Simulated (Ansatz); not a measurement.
Consider interstitial Mg in wurtzite AlN, charge state +2. Method: HSE06, atoms relaxed with HSE06 at the PBE lattice, PAW (plane waves to 420 eV; Ansatz, a quantum-chemistry and plane-wave program).

Cell of 72 host sites held at the relaxed PBE lattice; a 2×2×2 k-point mesh shifted by half a step along c; Fermi-Dirac width 0.01 eV, spin-restricted; finite-size errors left in. Energies are static. The charge state is imposed; whether it is stable for some Fermi level was not computed. Sites that were not tried may lie lower.

Relaxed starting cell (atoms counted from 1):

```yaml
crystal:
  lattice:
    - [9.39076, 0.00000, 0.00000]
    - [-4.69538, 8.13264, 0.00000]
    - [0.00000, 0.00000, 10.03632]
  atoms:
    - { symbol: Al, position: [0.21308, 0.09743, 0.26828] }
    - { symbol: Al, position: [0.22845, 0.10388, 0.74074] }
    - { symbol: Al, position: [0.21308, 0.44721, 0.26828] }
    - { symbol: Al, position: [0.22845, 0.45613, 0.74074] }
    - { symbol: Al, position: [0.21987, 0.77572, 0.25013] }
    - { symbol: Al, position: [0.22150, 0.77653, 0.75217] }
    - { symbol: Al, position: [0.55267, 0.10889, 0.24760] }
    - { symbol: Al, position: [0.55605, 0.10812, 0.74602] }
    - { symbol: Al, position: [0.55881, 0.44518, 0.25286] }
    - { symbol: Al, position: [0.55700, 0.44428, 0.74957] }
    - { symbol: Al, position: [0.55267, 0.77535, 0.24760] }
    - { symbol: Al, position: [0.55605, 0.77949, 0.74601] }
    - { symbol: Al, position: [0.88848, 0.11002, 0.25328] }
    - { symbol: Al, position: [0.86855, 0.10006, 0.73551] }
    - { symbol: Al, position: [0.88650, 0.44262, 0.24991] }
    - { symbol: Al, position: [0.88682, 0.44307, 0.75060] }
    - { symbol: Al, position: [0.88650, 0.77543, 0.24991] }
    - { symbol: Al, position: [0.88682, 0.77531, 0.75060] }
    - { symbol: Al, position: [0.10720, 0.21938, 0.49968] }
    - { symbol: Al, position: [0.09600, 0.21378, 0.90683] }
    - { symbol: Al, position: [0.10686, 0.55686, 0.50338] }
    - { symbol: Al, position: [0.11068, 0.55287, 0.00211] }
    - { symbol: Al, position: [0.10686, 0.88156, 0.50338] }
    - { symbol: Al, position: [0.11068, 0.88938, 0.00211] }
    - { symbol: Al, position: [0.44635, 0.22162, 0.50172] }
    - { symbol: Al, position: [0.45722, 0.21528, 0.98847] }
    - { symbol: Al, position: [0.44635, 0.55630, 0.50172] }
    - { symbol: Al, position: [0.45722, 0.57350, 0.98847] }
    - { symbol: Al, position: [0.44185, 0.88671, 0.49703] }
    - { symbol: Al, position: [0.44359, 0.88757, 0.99983] }
    - { symbol: Al, position: [0.77401, 0.22194, 0.49631] }
    - { symbol: Al, position: [0.78038, 0.22102, 0.99994] }
    - { symbol: Al, position: [0.77676, 0.55416, 0.50052] }
    - { symbol: Al, position: [0.77935, 0.55545, 0.00063] }
    - { symbol: Al, position: [0.77401, 0.88363, 0.49631] }
    - { symbol: Al, position: [0.78038, 0.89092, 0.99994] }
    - { symbol: N, position: [0.22093, 0.10673, 0.45512] }
    - { symbol: N, position: [0.22662, 0.11632, 0.93777] }
    - { symbol: N, position: [0.22093, 0.44576, 0.45512] }
    - { symbol: N, position: [0.22662, 0.44186, 0.93777] }
    - { symbol: N, position: [0.21984, 0.77570, 0.44034] }
    - { symbol: N, position: [0.22183, 0.77669, 0.94262] }
    - { symbol: N, position: [0.55209, 0.10949, 0.43728] }
    - { symbol: N, position: [0.56027, 0.10625, 0.93641] }
    - { symbol: N, position: [0.55362, 0.44259, 0.44115] }
    - { symbol: N, position: [0.55241, 0.44198, 0.94237] }
    - { symbol: N, position: [0.55209, 0.77416, 0.43728] }
    - { symbol: N, position: [0.56027, 0.78558, 0.93641] }
    - { symbol: N, position: [0.88466, 0.10811, 0.44660] }
    - { symbol: N, position: [0.87705, 0.10430, 0.92801] }
    - { symbol: N, position: [0.88726, 0.44365, 0.44005] }
    - { symbol: N, position: [0.88902, 0.44243, 0.94130] }
    - { symbol: N, position: [0.88726, 0.77517, 0.44005] }
    - { symbol: N, position: [0.88902, 0.77816, 0.94130] }
    - { symbol: N, position: [0.11389, 0.22272, 0.22107] }
    - { symbol: N, position: [0.10765, 0.21961, 0.70734] }
    - { symbol: N, position: [0.10900, 0.55362, 0.19262] }
    - { symbol: N, position: [0.10865, 0.55625, 0.69267] }
    - { symbol: N, position: [0.10900, 0.88695, 0.19262] }
    - { symbol: N, position: [0.10865, 0.88396, 0.69267] }
    - { symbol: N, position: [0.43510, 0.22067, 0.18532] }
    - { symbol: N, position: [0.44796, 0.22267, 0.69160] }
    - { symbol: N, position: [0.43510, 0.54599, 0.18532] }
    - { symbol: N, position: [0.44796, 0.55685, 0.69160] }
    - { symbol: N, position: [0.44192, 0.88674, 0.18930] }
    - { symbol: N, position: [0.44250, 0.88703, 0.68823] }
    - { symbol: N, position: [0.77598, 0.21980, 0.19010] }
    - { symbol: N, position: [0.77406, 0.22344, 0.68555] }
    - { symbol: N, position: [0.77599, 0.55377, 0.19025] }
    - { symbol: N, position: [0.77702, 0.55429, 0.69157] }
    - { symbol: N, position: [0.77598, 0.88774, 0.19010] }
    - { symbol: N, position: [0.77406, 0.88218, 0.68555] }
    - { symbol: Mg, position: [0.29021, 0.31089, 0.09047] }
```
Cell charge +2.

End state 1 differs by these moves (Å; atoms that move under 0.08 Å are left out):

| atom | element | Δx | Δy | Δz |
|---|---|---|---|---|
| 1 | Al | 0.09 | 0.16 | 0.00 |
| 3 | Al | 0.09 | -0.05 | -0.15 |
| 13 | Al | -0.09 | 0.06 | 0.15 |
| 20 | Al | 0.10 | 0.16 | 0.00 |
| 24 | Al | 0.12 | -0.14 | -0.14 |
| 26 | Al | -0.17 | 0.03 | 0.14 |
| 28 | Al | -0.06 | -0.19 | 0.12 |
| 36 | Al | -0.14 | -0.15 | -0.12 |
| 38 | N | -0.06 | -0.11 | 0.00 |
| 39 | N | 0.01 | 0.00 | -0.09 |
| 40 | N | -0.06 | 0.09 | -0.10 |
| 42 | N | 0.05 | -0.06 | -0.06 |
| 44 | N | -0.07 | 0.02 | 0.06 |
| 48 | N | -0.07 | -0.13 | 0.00 |
| 49 | N | -0.01 | 0.01 | 0.09 |
| 50 | N | 0.11 | -0.01 | 0.10 |
| 59 | N | -0.03 | 0.06 | -0.07 |
| 61 | N | 0.07 | 0.00 | 0.07 |
| 63 | N | 0.03 | 0.07 | 0.05 |
| 71 | N | 0.04 | 0.06 | -0.05 |
| 73 | Mg | -1.27 | -2.20 | 0.00 |

**Question.** What forward and backward barriers to end state 1 does HSE06, atoms relaxed with HSE06 at the PBE lattice, PAW give?

**Answer.** forward 1.43 eV, backward 1.43 eV; at the saddle point atom 73 has neighbours Al at 2.19; N at 1.85, N at 2.03 Å. The saddle point's order was not checked, and it lies on a symmetry element of the cell, where a band can be held.

End state 2 differs by these moves (Å; atoms that move under 0.08 Å are left out):

| atom | element | Δx | Δy | Δz |
|---|---|---|---|---|
| 1 | Al | 0.02 | 0.09 | -0.15 |
| 2 | Al | -0.10 | -0.14 | -0.07 |
| 3 | Al | 0.09 | -0.03 | -0.15 |
| 4 | Al | -0.17 | -0.01 | -0.07 |
| 10 | Al | 0.14 | 0.08 | -0.16 |
| 14 | Al | 0.13 | 0.07 | 0.17 |
| 20 | Al | 0.01 | 0.01 | 1.04 |
| 21 | Al | 0.01 | 0.00 | -0.09 |
| 23 | Al | 0.00 | 0.01 | -0.09 |
| 26 | Al | -0.07 | -0.01 | 0.22 |
| 28 | Al | -0.04 | -0.06 | 0.22 |
| 37 | N | -0.01 | 0.02 | -0.10 |
| 39 | N | 0.01 | -0.02 | -0.10 |
| 44 | N | -0.06 | 0.02 | 0.06 |
| 48 | N | -0.01 | -0.06 | 0.06 |
| 50 | N | 0.06 | 0.03 | 0.14 |
| 55 | N | -0.03 | -0.02 | -0.25 |
| 56 | N | 0.06 | 0.03 | -0.12 |
| 58 | N | -0.06 | 0.03 | -0.08 |
| 60 | N | -0.01 | -0.07 | -0.08 |
| 61 | N | 0.08 | 0.00 | 0.11 |
| 62 | N | -0.08 | 0.01 | 0.03 |
| 63 | N | 0.04 | 0.07 | 0.11 |
| 64 | N | -0.03 | -0.07 | 0.03 |
| 70 | N | 0.08 | 0.05 | -0.07 |
| 73 | Mg | 0.29 | 0.17 | -2.46 |

**Question.** Give the forward and backward barriers to end state 2 at the level HSE06, atoms relaxed with HSE06 at the PBE lattice, PAW.

**Answer.** forward 2.88 eV, backward 2.85 eV; at the saddle point atom 73 has neighbours 3 Al at 2.19; 3 N at 1.87 Å. The saddle point's order was not checked, and it lies on a symmetry element of the cell, where a band can be held.
